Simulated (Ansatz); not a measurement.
```yaml
crystal:
  lattice:
    - [4.41305, 0.00000, 0.00000]
    - [-2.20653, 3.82182, 0.00000]
    - [0.00000, 0.00000, 7.33636]
  atoms:
    - { symbol: Ca, position: [0.00000, 0.00000, 0.00000] }
    - { symbol: Zn, position: [0.33333, 0.66667, 0.63251] }
    - { symbol: Zn, position: [0.66667, 0.33333, 0.36749] }
    - { symbol: Sb, position: [0.33333, 0.66667, 0.25654] }
    - { symbol: Sb, position: [0.66667, 0.33333, 0.74346] }
```

Question: The LDA or GGA of the relaxation leaves this crystal with little or no gap. Does r2SCAN (Ansatz, a first-principles code) open one on the same cell?

Answer: Yes, about 0.16 eV on the k mesh, so it isn't safe to treat it as a metal; spin-orbit coupling, left out here, can close a gap of this size with elements this heavy.

Spin-orbit coupling is left out.

Formula and space group known from diffraction (Crystallography Open Database), not checked to be the room-temperature form: CaZn2Sb2 (P-3m1).
